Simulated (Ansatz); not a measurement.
Structure of amorphous Si24O49Mg (periodic cell):

```
MgO49Si24
1.0
   10.35630     0.00000     0.00000
    0.00000    10.35630     0.00000
    0.00000     0.00000    10.35630
Si O Mg
24 49 1
Direct
  0.86487   0.27186   0.00389
  0.26621   0.07232   0.13773
  0.54243   0.74062   0.49440
  0.80251   0.00440   0.89373
  0.17295   0.28968   0.95996
  0.52136   0.57867   0.88510
  0.24602   0.57781   0.89771
  0.39447   0.59718   0.12337
  0.14076   0.51650   0.27221
  0.35700   0.20628   0.75616
  0.66055   0.67177   0.25319
  0.86187   0.86236   0.13853
  0.77621   0.47494   0.78591
  0.99539   0.65453   0.72794
  0.35253   0.91039   0.34381
  0.10052   0.79094   0.28865
  0.04609   0.95422   0.74155
  0.00118   0.03848   0.28654
  0.22684   0.05429   0.55151
  0.91855   0.44330   0.54338
  0.86597   0.45153   0.23354
  0.08974   0.26615   0.43610
  0.56870   0.84370   0.78265
  0.32626   0.97808   0.88074
  0.44632   0.62454   0.52354
  0.99101   0.57658   0.59021
  0.21723   0.18053   0.45954
  0.59505   0.80623   0.63167
  0.81017   0.37870   0.90220
  0.83512   0.31931   0.15204
  0.20360   0.44449   0.96785
  0.87246   0.44035   0.39242
  0.99777   0.78243   0.16576
  0.14851   0.38847   0.35937
  0.78588   0.13849   0.97521
  0.85136   0.88559   0.98456
  0.01930   0.32355   0.56440
  0.48983   0.85417   0.39281
  0.02052   0.25830   0.98251
  0.61805   0.49820   0.78885
  0.99617   0.80846   0.70702
  0.11611   0.05005   0.18021
  0.37985   0.56746   0.80494
  0.30098   0.67239   0.01444
  0.49057   0.51152   0.02405
  0.17426   0.95587   0.83404
  0.58626   0.72126   0.88538
  0.12848   0.62511   0.80840
  0.50694   0.66729   0.20787
  0.03860   0.90987   0.37462
  0.25498   0.81757   0.25702
  0.86484   0.60541   0.80502
  0.33641   0.08658   0.65466
  0.72949   0.79393   0.18431
  0.31190   0.96132   0.03631
  0.66813   0.95890   0.82440
  0.98419   0.17448   0.36191
  0.10726   0.64777   0.35422
  0.27447   0.92689   0.47848
  0.36341   0.04718   0.26201
  0.92010   0.03161   0.79350
  0.21277   0.25170   0.81235
  0.66799   0.68532   0.41021
  0.86768   0.00243   0.21294
  0.40862   0.11578   0.87558
  0.25964   0.21795   0.07309
  0.43915   0.31611   0.69302
  0.28798   0.52455   0.21321
  0.08440   0.03062   0.61093
  0.41585   0.87376   0.80572
  0.79612   0.41883   0.64000
  0.74403   0.54652   0.20463
  0.01037   0.49729   0.18120
  0.45228   0.48466   0.63666
```

Methods: PBE, scalar-relativistic without spin-orbit coupling (Ansatz, a program for electronic structure); r2SCAN, scalar-relativistic without spin-orbit coupling (Ansatz); HSE06, scalar-relativistic without spin-orbit coupling (Ansatz). Neutral PBE cell, which sets geometry, pressure and energy: sampling: a 2×2×2 Γ-centred mesh; Fermi-Dirac width 0.02 eV; no spin polarisation. Exact exchange is cut at the faces of this 10 Å cell, which leaves hybrid gaps a finite-size error.

It comes from a melt-quench run on a machine-learned potential (CHGNet), relaxed afterwards by DFT. O atoms were pushed apart under 1.9 Å during the dynamics, to hinder bonds among them. The hot cell started wider than the set density and was brought back towards it in steps. It is the lowest in DFT energy of 2 quenches. It is a model cell: composition and starting density were chosen by hand, and all elements were melted together. No dispersion term was used. Its density started from a set value of 2.22 and ended at 2.22 g/cm³. Cooling (nominally 400 K/ps over its main leg) ran many orders faster than in experiment, which tends to leave more defects and strain. A cell of this size samples the disorder only roughly. The volume was held where the preparation left it.

Problem. Give the pressure, the energy against reference phases and the spacing of the highest filled and lowest empty levels.

Solution. 
The pressure on a 2×2×2 Γ-centred mesh comes out as 1.24 GPa, the largest force and stress component on that mesh (the relaxation ran on the zone centre alone) is 0.03 eV/Å and 2.7 GPa and the energy relative to alpha cristobalite + rock-salt MgO (lowest mix at this level among the phases computed, not always the ambient ones) comes out as 12.1 kJ/mol-atom. The level gap on a 2×2×2 Γ-centred mesh (PBE) is 4.66 eV, the level gap at the zone centre (PBE) comes out as 4.66 eV and the level gap at the zone centre (r2SCAN) comes out as 5.32 eV. The level gap at the zone centre (HSE06) is 6.41 eV and the distance between the nearest levels spread over more than a fifth of the atoms or a third of the atoms of their main element (six at least) (PBE, zone centre) is 5.45 eV.

Problem. At PBE and the zone centre, how localised are the states just below and above the Fermi level (participation number: the atoms over which a state spreads)?

Solution. The highest filled state is spread over 2.1 atoms' worth, largest on O25, with weights by element (charge in smoothed Voronoi cells) O 0.95, Si 0.03, Mg 0.02. The lowest empty state is spread over 61.1 atoms' worth, largest on Mg74, with weights by element (charge in smoothed Voronoi cells) O 0.70, Si 0.26, Mg 0.04.

At PBE the levels at the filled edge of the gap are localised (band-tail or defect states), and the nearest spread-out levels lie 5.5 eV apart at the zone centre.

Bonds are counted up to Si-Si 2.60 Å, Si-O 1.90 Å, Si-Mg 2.82 Å, O-O 1.58 Å, O-Mg 2.48 Å, Mg-Mg 3.19 Å. Two cations that share two anions don't count as bonded, nor two that share one unless they lie closer than Si-Si 2.38 Å, Si-Mg 2.74 Å, Mg-Mg 3.10 Å.

Added carriers, by Ansatz with PBE, scalar-relativistic without spin-orbit coupling on the zone centre alone. Charged cells keep the cell fixed and stand in a uniform background, with no image correction, at a width of 0.01 eV; where the count is odd the moment is locked at 1 μB, unless the neutral cell bore moments. Each starts from the undistorted neutral geometry alone. PBE's self-interaction favours spread-out carriers, so it can miss traps that a hybrid finds.

Problem. What happens at PBE when the cell takes an extra electron and the atoms relax?

Solution. Relaxation lowers the charged cell by 0.02 eV. The largest moves are O25 0.03 Å, O38 0.02 Å, Mg74 0.02 Å, O30 0.02 Å. The level that holds the added charge spreads over 60.3 atoms' worth, most on Mg74 (weight 0.05): a carrier spread over the cell. No bond crosses its cut-off with a change of over 0.15 Å (metal-metal contacts aside). Made neutral again at that geometry, the cell lies +0.02 eV from the neutral start.

Problem. What happens at PBE when the cell takes a hole and the atoms relax?

Solution. Relaxation lowers the charged cell by 0.15 eV. The largest moves are Mg74 0.17 Å, O67 0.10 Å, O53 0.09 Å, Si24 0.09 Å. The level that was emptied spreads over 7.9 atoms' worth, most on O25 (weight 0.26): a partly localised carrier. No bond crosses its cut-off with a change of over 0.15 Å (metal-metal contacts aside). Made neutral again at that geometry, the cell lies +0.22 eV from the neutral start.
